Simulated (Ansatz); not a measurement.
Input and output of a self-consistent single point for La3TlC (Pm-3m, 5 atoms in the cell) (Ansatz, a program for electronic structure).

Level of theory: LDA (PW92), PAW files made with PBE (plane waves; Ansatz).

The change in words: lattice scaled by 0.98. Reference geometry:
```yaml
crystal:
  lattice:
    - [5.32515, 0.00000, 0.00000]
    - [0.00000, 5.32515, 0.00000]
    - [0.00000, 0.00000, 5.32515]
  atoms:
    - { symbol: La, position: [0.50000, 0.00000, 0.50000] }
    - { symbol: La, position: [0.00000, 0.50000, 0.50000] }
    - { symbol: La, position: [0.50000, 0.50000, 0.00000] }
    - { symbol: Tl, position: [0.00000, 0.00000, 0.00000] }
    - { symbol: C, position: [0.50000, 0.50000, 0.50000] }
```

Reference input (self-consistent single point, DFT, LDA (PW92), plane waves, PAW files made with PBE): kpoints.mp_grid.grid = 5 5 5; hamiltonian.xc = lda; hamiltonian.pseudopotentials = {kind: paw} (the program's default PAW files); scf.occupations.method = gaussian; scf.occupations.width = 0.272 eV. This run's input differs from it in these lines:

```diff
@@ -3,5 +3,5 @@
   lattice:
-    - [5.32514600, 0.00000000, 0.00000000]
-    - [0.00000000, 5.32514600, 0.00000000]
-    - [0.00000000, 0.00000000, 5.32514600]
+    - [5.21864300, 0.00000000, 0.00000000]
+    - [0.00000000, 5.21864300, 0.00000000]
+    - [0.00000000, 0.00000000, 5.21864300]
   atoms:
```

Output (repeated stretches shortened):

```
SCF iter   1: F=—  HF=-29623.909738 eV  |F-HF|=—  |Δ(HF+E_count)|=         —  Δρ=4.98e-2  dr2=1.12e1  ethr=3.10e-3  ⟨swp⟩=4.7  Hψ=1280  notcnv=0
all-band conjugate gradients solve this SCF's bands
preconditioner: auto → Kerker (q_TF=auto, 2.292 Å⁻¹)
SCF iter   2: F=—  HF=-29621.924873 eV  |F-HF|=—  |Δ(HF+E_count)|=    1.98e0  Δρ=2.00e-2  dr2=1.55e0  ethr=3.10e-3  ⟨swp⟩=3.0  Hψ=634  notcnv=0
   [... lines left out ...]
SCF iter   6: F=—  HF=-29621.510803 eV  |F-HF|=—  |Δ(HF+E_count)|=   3.18e-4  Δρ=2.24e-4  dr2=1.14e-4  ethr=4.88e-6  ⟨swp⟩=2.0  Hψ=444  notcnv=0
SCF iter   7: F=—  HF=-29621.510785 eV  |F-HF|=—  |Δ(HF+E_count)|=   1.80e-5  Δρ=1.08e-4  dr2=3.21e-5  ethr=2.28e-7  ⟨swp⟩=2.0  Hψ=468  notcnv=0
SCF iter   8: F=—  HF=-29621.510783 eV  |F-HF|=—  |Δ(HF+E_count)|=   1.51e-6  Δρ=2.23e-5  dr2=1.39e-6  ethr=6.41e-8  ⟨swp⟩=2.0  Hψ=367  notcnv=0
SCF iter   9: F=-29621.510783 eV  HF=-29621.510783 eV  |F-HF|=1.07e-8  |Δ(HF+E_count)|=   1.65e-7  Δρ=3.11e-6  dr2=2.69e-8  ethr=2.00e-10  ⟨swp⟩=8.6  Hψ=1824  notcnv=0
SCF 1 converged in 9 iterations: F = -29621.510783 eV  dr2 = 2.69e-8
Free energy (F): -29621.510783 eV
Internal energy: -29621.373393 eV  (E = F + TS)
E sigma→0 (E₀):  -29621.442088 eV
Entropy (-TS):   -0.137390 eV (-27.478 meV/atom)
Fermi energy:    10.645255 eV
--- Forces (eV/Å), atoms counted from 1 ---
  atom   1  La    -0.00000000    -0.00000000     0.00000000
   [... zero for the other atoms too ...]
--- Stress (GPa, compression-positive) ---
       -3.557834       0.000000       0.000000
        0.000000      -3.557834       0.000000
        0.000000       0.000000      -3.557834
  P = ⅓ Tr σ = -3.5578 GPa (-35.578 kbar)
  The stress holds the Pulay correction. Without it, at fixed plane waves, as pw.x and ABINIT print it: P = -3.5907 GPa
```

The run converged in 9 iterations. Against the reference run the free energy falls by 55.3 meV/atom and the pressure goes from -6.28 to -3.56 GPa.

The starting cell comes from a database of computed structures (which also holds hypothetical and non-ambient phases and stackings), without a prior relaxation at this level. Its lattice was rescaled by a random factor within 2.5 % of one. For this run, on top of that: lattice scaled by 0.98. With a pressure of about -4 GPa the cell is away from its equilibrium volume at this level. Ansatz's pressure includes its estimate of the finite-basis (Pulay) stress.

Keys are those of Ansatz 0.2.
